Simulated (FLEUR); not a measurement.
**Convergence study of the basis cutoff for Cu (Fm-3m, 1 atom in the cell)**

```xyz
1
Lattice="0.0000 1.8104 1.8104 1.8104 0.0000 1.8104 1.8104 1.8104 0.0000" Properties=species:S:1:pos:R:3 pbc="T T T"
Cu     0.0000     0.0000     0.0000
```

Computed with PBE, all-electron FLAPW (FLEUR), scalar-relativistic valence run with FLEUR.

Base settings: Kmax = 3.5 1/bohr; GmaxXC = 14 1/bohr; xcFunctional = pbe; jspins = 1; l_soc = F; mode = hist; fermiSmearingEnergy = 0.00367493 Htr; mesh (inpgen div1-3) = 6 6 6; inpgen gamma flag = true; Gmax = 14 1/bohr.

Moved along: Gmax, GmaxXC.

The second cell is the first with its lattice scaled by 0.98.

The mesh stays at the base's, so the ladder's end is converged at best in this setting alone.

Only quantities that move along the ladder and can be compared are tabulated.

The starting cell has typed, rounded lattice constants, without a prior relaxation at this level. Its lattice was rescaled by up to half a per cent. Spin polarisation is off. Values depend on the basis (sphere radii, cutoffs, local orbitals), which need not be converged.

| Kmax | free energy less the last step's (meV/atom) | energy of the compressed cell less the first (meV/atom) |
|---|---|---|
| 2.21 1/bohr | 7809.14 | -176.75 |
| 2.35 1/bohr | 5524.93 | -41.67 |
| 2.47 1/bohr | 3826.00 | 107.25 |
| 2.6 1/bohr | 2851.44 | -262.44 |
| 2.71 1/bohr | 1973.44 | -136.48 |
| 2.93 1/bohr | 932.73 | 39.54 |
| 3.13 1/bohr | 493.06 | 5.03 |
| 3.32 1/bohr | 235.58 | 34.22 |
| 3.5 1/bohr | 131.21 | 19.19 |
| 3.67 1/bohr | 67.08 | 25.59 |
| 3.83 1/bohr | 35.34 | 28.41 |
| 4.07 1/bohr | 13.13 | 30.92 |
| 4.29 1/bohr | 4.97 | 31.30 |
| 4.63 1/bohr | 0.00 | 31.86 |

Coarsest Kmax that holds the free energy within 2 meV/atom: not settled: the last two steps still differ by 5.0 meV/atom, over half the tolerance, so the ladder does not show it.

Coarsest Kmax that holds the energy of the compressed cell less the first within 2 meV/atom of the last step, with all finer ones: 4.07 1/bohr; the step before is off by 3.5 meV/atom.

Left out of this page: 1 run of the series failed or unconverged.
